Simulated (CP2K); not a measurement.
A working CP2K input for SnPt (P6_3/mmc, 4 atoms in the cell) (DFT LDA (Pade form), GPW, DZVP-MOLOPT-SR-GTH basis, GTH-PADE potentials (GTH_POTENTIALS)):

```
&GLOBAL
  PROJECT run
  RUN_TYPE ENERGY_FORCE
  PRINT_LEVEL MEDIUM
&END GLOBAL
&FORCE_EVAL
  METHOD Quickstep
  STRESS_TENSOR ANALYTICAL
  &DFT
    BASIS_SET_FILE_NAME BASIS_MOLOPT
    POTENTIAL_FILE_NAME GTH_POTENTIALS
    &QS
      METHOD GPW
      EPS_DEFAULT 1E-10
    &END QS
    &MGRID
      CUTOFF 500
      REL_CUTOFF 60
      NGRIDS 5
    &END MGRID
    &SCF
      SCF_GUESS ATOMIC
      EPS_SCF 1E-6
      MAX_SCF 100
      ADDED_MOS 8
      &DIAGONALIZATION
        ALGORITHM STANDARD
      &END DIAGONALIZATION
      &MIXING
        METHOD BROYDEN_MIXING
        ALPHA 0.3
        NBUFFER 12
        BETA 1
      &END MIXING
      &SMEAR ON
        METHOD FERMI_DIRAC
        ELECTRONIC_TEMPERATURE [K] 1160.45
      &END SMEAR
    &END SCF
    &KPOINTS
      SCHEME MONKHORST-PACK 4 4 3
      GAMMA_CENTERED T
    &END KPOINTS
    &XC
      &XC_FUNCTIONAL PADE
      &END XC_FUNCTIONAL
    &END XC
    &PRINT
      &MO
        EIGENVALUES T
        OCCUPATION_NUMBERS T
        NDIGITS 8
        FILENAME mo
        &EACH
          QS_SCF 0
        &END EACH
        ADD_LAST NUMERIC
      &END MO
      &MULLIKEN ON
      &END MULLIKEN
    &END PRINT
  &END DFT
  &SUBSYS
    &CELL
      ABC 4.10800000 4.10799969 5.45000000
      ALPHA_BETA_GAMMA 90.00000000 90.00000000 120.00000250
      PERIODIC XYZ
    &END CELL
    &COORD
      SCALED
      Pt       0.00000000     0.00000000     0.00000000
      Pt       0.00000000     0.00000000     0.50000000
      Sn       0.33333300     0.66666700     0.25000000
      Sn       0.66666700     0.33333300     0.75000000
    &END COORD
    &KIND Pt
      BASIS_SET DZVP-MOLOPT-SR-GTH-q18
      POTENTIAL GTH-PADE-q18
    &END KIND
    &KIND Sn
      BASIS_SET DZVP-MOLOPT-SR-GTH-q4
      POTENTIAL GTH-PADE-q4
    &END KIND
  &END SUBSYS
  &PRINT
    &FORCES ON
    &END FORCES
    &STRESS_TENSOR ON
    &END STRESS_TENSOR
  &END PRINT
&END FORCE_EVAL
```

The run converged in 11 iterations: free energy E − TS -6767.3374 eV; Fermi level (on the code's own zero) 9.43 eV; pressure -9.40 GPa. Each of these slips is then made, one at a time:

(1)
```diff
-      ADDED_MOS 8
+      ADDED_MOS 9
+      Sn       0.34063800     0.77267000     0.29941900
```

(2)
```diff
-      ABC 4.10800000 4.10799969 5.45000000
-      ALPHA_BETA_GAMMA 90.00000000 90.00000000 120.00000250
+      ABC 7.76299500 7.76299399 10.29900700
+      ALPHA_BETA_GAMMA 90.00000000 90.00000000 120.00000005
```

(3)
```diff
-      EPS_DEFAULT 1E-10
+      EPS_DEFAULT 1E-5
```

**Question.** Predict the outcome of each change.

**Answer.** 
(1) One atom entered twice. The run converged in 17 iterations without an error; against the sound input the pressure goes from -9.40 to 323.4 GPa and the largest force goes from 0.000 to 873.4 eV/Å. The full log also holds: “WARNING in particle_methods.F:720 :: The distance between the atoms 3  and 5 is only 0.500 angstrom and thus smaller than the threshold of  0.500 angstrom”.

(2) Cell lengths in the wrong unit (bohr against Å). The run converged in 33 iterations without an error; against the sound input the free energy goes up by 5.91 eV/atom and the pressure goes from -9.40 to -1.71 GPa.

(3) A loose overall precision setting. The run converged in 11 iterations without an error; against the sound input the free energy goes down by 21.7 meV/atom and the pressure goes from -9.40 to -11.91 GPa.

The starting cell comes from a database of published, mostly measured structures (it also holds non-ambient and calculated ones), without a prior relaxation at this level. Spin polarisation is off. Values carry the incompleteness of an atom-centred basis. In the base run, with a pressure of about -9 GPa the cell is away from its equilibrium volume at this level. Without a gap this mesh is coarse (it stands for a supercell whose shortest vector is 16 Å).

Left out of this page: 4 runs of the series outside the window shown, repeating another row's setting, or not comparable.
